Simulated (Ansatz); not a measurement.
Band structure of CuTe (Pmmn, 4 atoms in the cell).

```
CELL_PARAMETERS angstrom
      3.19743     0.00000     0.00000
      0.00000     3.94576     0.00000
      0.00000     0.00000     7.21942
ATOMIC_POSITIONS crystal
  Cu 0.00000 0.50000 0.46459
  Cu 0.50000 0.00000 0.53541
  Te 0.00000 0.00000 0.23823
  Te 0.50000 0.50000 0.76177
```

Level of theory: LDA (PW92), PAW files made with PBE (plane waves; Ansatz, an electronic-structure program).

Settings: kpoints.mp_grid.grid = 7 6 3; hamiltonian.xc = lda; hamiltonian.pseudopotentials = {kind: paw} (an earlier, softer set of the program's PAW files); scf.occupations.method = gaussian; scf.occupations.width = 0.136 eV; kpoints.band_path.npoints = 8.

The starting cell comes from a database of computed structures (which also holds hypothetical and non-ambient phases and stackings), without a prior relaxation at this level. Its lattice was rescaled by a random factor within 2.5 % of one. Spin-orbit coupling is off. Spin polarisation is off. The run gives no clean gap (levels at the Fermi energy touch, overlap or are partly filled at this smearing), which alone does not show that the compound is a metal.

Levels in eV from the Fermi level, bands 31 to 38:
```csv
point,31,32,33,34,35,36,37,38
Γ,-2.08,-1.87,-1.11,0.41,1.37,1.84,2.85,2.94
X,-2.50,-2.50,-1.41,-1.41,0.69,0.69,3.26,3.26
S,-2.30,-2.30,-1.85,-1.85,-1.68,-1.68,2.50,2.50
Y,-2.57,-2.57,-2.18,-2.18,2.64,2.64,4.06,4.06
Z,-2.20,-1.95,-1.87,-0.01,1.55,2.56,2.98,3.34
U,-2.44,-2.44,-0.81,-0.81,0.70,0.70,1.68,1.68
R,-2.36,-2.36,-2.02,-2.02,-1.50,-1.50,3.54,3.54
T,-2.57,-2.57,-1.74,-1.74,1.81,1.81,2.65,2.65
```

Bands cross the Fermi level along this path, so the cell is metallic at this level.

Keys are those of Ansatz 0.2.
